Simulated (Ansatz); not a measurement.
The reference is Sc in the fcc (Cu type) structure (space group Fm-3m, No. 225; a = 4.559 Å; relaxed with 0.1 eV smearing). Axes: x, y, z lie along the cube axes.

Level of theory: Kohn–Sham DFT with the PBEsol functional, run in Ansatz (an electronic-structure program) with PAW and 420 eV plane waves, spin-orbit coupling left out.

For the base:

* **Shortest interatomic distance**: 6.093 bohr
* **Pressure**: 0.0 GPa

The change: uniaxial strain ε_yy = −0.72 %, all other strain components held at zero, atoms relaxed at fixed cell.

Q: What happens to the shortest interatomic distance, pressure and energy relative to the base?

A: The shortest interatomic distance falls by 0.022 bohr, from 6.093 bohr to 6.071 bohr; the pressure (mean of the normal stresses, compression positive) goes from zero to 0.4 GPa; the energy stays essentially unchanged.

No phonon test of stability was made. All final runs are without spin polarisation. This is not the structure that Sc has at room temperature and ambient pressure.
